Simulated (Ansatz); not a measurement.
Functionals compared on the (322) surface of fcc Ag in its 1x1 cell, outermost plane spacing 0.50 Å in the ideal cut, in Ansatz (plane waves, PAW). The structure was relaxed with PBE; the other rows are single points on it, each with its references at the same level. Cutoff 420 eV (500 eV for r2SCAN).

Slab: 21 atoms, 10.1 Å thick at the start (thin: gaps and levels are the slab's own); k 13x3x1, smearing 0.1 eV, dipole-corrected; all atoms relaxed; held to the start's symmetry, so lower structures may exist; no spin, no spin-orbit, no U. These notes are the PBE run's.

| functional | surface energy (J/m²) | work function of the top face (eV) | rough cost of the single point |
|---|---|---|---|
| PBE | 0.83 | 4.33 | – |
| LDA | 1.25 | 4.75 | roughly 3 core-minutes |
| PBEsol | 1.10 | 4.45 | roughly 3 core-minutes |
| RPBE | 0.62 | 4.13 | roughly 3 core-minutes |
| r2SCAN | ___ | ___ | around 6 core-minutes (rough) |

Task: What belongs in the gaps?

Result: 
- r2SCAN, surface energy (J/m²): 1.01
- r2SCAN, work function of the top face (eV): 4.28

Ansatz is a first-principles code.
